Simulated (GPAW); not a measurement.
Band structure of TaAu (P4/mmm, 2 atoms in the cell).

```xyz
2
Lattice="2.9559 0.0000 0.0000 0.0000 2.9559 0.0000 0.0000 0.0000 4.1581" Properties=species:S:1:pos:R:3 pbc="T T T"
Ta     1.4779     1.4779     2.0790
Au     0.0000     0.0000     0.0000
```

Computed with LDA (Perdew-Wang 92), GPAW PAW datasets LDA (gpaw-data 1.0.1) (plane waves; GPAW).

Settings: mode = pw; ecut = 600 eV; xc = LDA; kpts = 9 9 7; mesh shift (steps) = 0 0 0; occupations.name = fermi-dirac; occupations.width = 0.1 eV; nbands = -8; convergence.forces = 0.001 eV/Å; symmetry.symmorphic = false; symmetry.tolerance = 0.0005; maxiter = 150; bandpath_npoints = 40.

The starting cell comes from a database of computed structures (which also holds hypothetical and non-ambient phases and stackings), without a prior relaxation at this level. Its lattice was rescaled by a random factor within 2.5 % of one. Spin-orbit coupling is off. Spin polarisation is off.

Levels in eV from the Fermi level, bands 9 to 16:
```json
[
 {"point": "Γ", "9": "-4.51", "10": "-3.51", "11": "-1.57", "12": "-0.60", "13": "1.43", "14": "3.29", "15": "3.29", "16": "4.23"},
 {"point": "X", "9": "-4.47", "10": "-4.04", "11": "-2.15", "12": "-1.48", "13": "-0.99", "14": "1.31", "15": "2.70", "16": "6.43"},
 {"point": "M", "9": "-2.51", "10": "-1.06", "11": "1.30", "12": "1.30", "13": "2.01", "14": "2.01", "15": "2.49", "16": "6.10"},
 {"point": "Z", "9": "-4.22", "10": "-4.22", "11": "-3.46", "12": "-2.16", "13": "0.13", "14": "1.74", "15": "1.74", "16": "4.08"},
 {"point": "R", "9": "-4.40", "10": "-1.70", "11": "-1.19", "12": "-1.02", "13": "-0.17", "14": "2.31", "15": "2.86", "16": "3.34"},
 {"point": "A", "9": "-3.47", "10": "-2.51", "11": "-2.33", "12": "-2.33", "13": "1.71", "14": "3.13", "15": "6.10", "16": "7.61"}
]
```

Bands cross the Fermi level along this path, so the cell is metallic at this level.
